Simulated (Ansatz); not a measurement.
Sb₂O₃ (Fd-3m, No. 227) was calculated with r²SCAN (Ansatz, a first-principles code, PAW).

Numerical settings: plane-wave cutoff 600 eV, 6×6×6 k mesh, scalar-relativistic PAW data made under PBE.

Computed at the level's own relaxed cell.

Hill averages of the elastic tensor: K = 17.2 GPa, G = 14.1 GPa. Volume 18.022 Å³/atom, mean atomic mass 58.304 u.

**Question.** Work out the density, the sound velocities of a polycrystal and the elastic Debye temperature at this level.

**Answer.** ρ = 1.66054 × 58.304/18.022 = 5.372 g/cm³. v_l = √[(K + 4G/3)/ρ] = 2.589 km/s and v_t = √(G/ρ) = 1.620 km/s. The mean follows from 3/v_m³ = 1/v_l³ + 2/v_t³: v_m = 1.784 km/s. Θ_D = (ħ/k_B) v_m (6π²/V)^(1/3) = 76.38 K Å s/km × 1.784 × 1.4867 Å⁻¹ = 203 K, counting all atoms of the cell.

Note: the relaxation could not lower the start's symmetry, so the cell can be a saddle point above a distorted one.
